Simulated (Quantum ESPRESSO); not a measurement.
A self-consistent single point of Li₂H₂Pd (I4/mmm, 5 atoms in the cell) with Quantum ESPRESSO.

Method: PBEsol, GBRV 1.5 ultrasoft (PBESOL) pseudopotentials (plane waves; Quantum ESPRESSO).

```
Li2H2Pd
1.0
   -1.53943     1.53943     5.11878
    1.53943    -1.53943     5.11878
    1.53943     1.53943    -5.11878
Li H Pd
2 2 1
Cartesian
  0.00000   0.00000   6.60496
  0.00000   0.00000   3.63259
  0.00000   0.00000   8.56535
  0.00000   0.00000   1.67220
  0.00000   0.00000   0.00000
```

Reference input (self-consistent single point, DFT, PBEsol, plane waves, GBRV 1.5 ultrasoft (PBESOL) pseudopotentials): ecutwfc = 40 Ry; ecutrho = 320 Ry; occupations = smearing; smearing = gauss; degauss = 0.019992 Ry; K_POINTS = automatic 10 10 10 0 0 0; conv_thr = 1e-10 Ry. This run's input differs from it in these lines:

```diff
@@ -16,3 +16,3 @@
   smearing = 'gauss',
-  degauss = 0.019992,
+  degauss = 0.058799,
 /
```

Output, abridged:

```
     Self-consistent Calculation

     iteration #  1     ecut=    40.00 Ry     beta= 0.70

     negative rho (up, down):  7.158E-02 0.000E+00

     total energy              =    -216.65819018 Ry
     estimated scf accuracy    <      18.92004024 Ry

     iteration #  2     ecut=    40.00 Ry     beta= 0.70

     negative rho (up, down):  7.553E-02 0.000E+00

     total energy              =    -228.75353768 Ry
     estimated scf accuracy    <      31.42866120 Ry

     iteration #  3     ecut=    40.00 Ry     beta= 0.70

     negative rho (up, down):  7.727E-02 0.000E+00

     total energy              =    -230.13055169 Ry
     estimated scf accuracy    <       4.28856702 Ry

   [... 13 blocks of this kind left out ...]

     iteration # 17     ecut=    40.00 Ry     beta= 0.70

     negative rho (up, down):  7.683E-02 0.000E+00

     total energy              =    -229.84672780 Ry
     estimated scf accuracy    <          4.2E-10 Ry

     iteration # 18     ecut=    40.00 Ry     beta= 0.70

     negative rho (up, down):  7.683E-02 0.000E+00
     End of self-consistent calculation

     Number of k-points >= 100: set verbosity='high' to print the bands.

     the Fermi energy is     7.2811 ev

!    total energy              =    -229.84672780 Ry
     estimated scf accuracy    <          3.8E-12 Ry
     smearing contrib. (-TS)   =      -0.01350705 Ry
     internal energy E=F+TS    =    -229.83322075 Ry

     convergence has been achieved in  18 iterations

     negative rho (up, down):  7.683E-02 0.000E+00

     Forces acting on atoms (cartesian axes, Ry/au):

     atom    1 type  1   force =    -0.00000000   -0.00000000    0.00202530
     atom    2 type  1   force =     0.00000000    0.00000000   -0.00202530
     atom    3 type  2   force =     0.00000000   -0.00000000    0.00001199
     atom    4 type  2   force =     0.00000000    0.00000000   -0.00001199
   [... lines left out ...]
     Total force =     0.002864     Total SCF correction =     0.000002
   [... lines left out ...]

     negative rho (up, down):  7.683E-02 0.000E+00
          total   stress  (Ry/bohr**3)                   (kbar)     P=       -5.11
  -0.00007413   0.00000000   0.00000000          -10.91        0.00        0.00
   0.00000000  -0.00007413   0.00000000            0.00      -10.91        0.00
   0.00000000   0.00000000   0.00004410            0.00        0.00        6.49

   JOB DONE.
```

The run converged in 18 iterations. Against the reference run the free energy goes down by 15.1 meV/atom, the pressure stays near -0.51 GPa while the zz stress (positive for compression) goes from -0.14 to 0.65 GPa and the largest force goes from 0.030 to 0.052 eV/Å.

The starting cell comes from a database of computed structures (which also holds hypothetical and non-ambient phases and stackings), without a prior relaxation at this level. Spin polarisation is off.

Cost on one core of a shared machine: roughly 2 min.
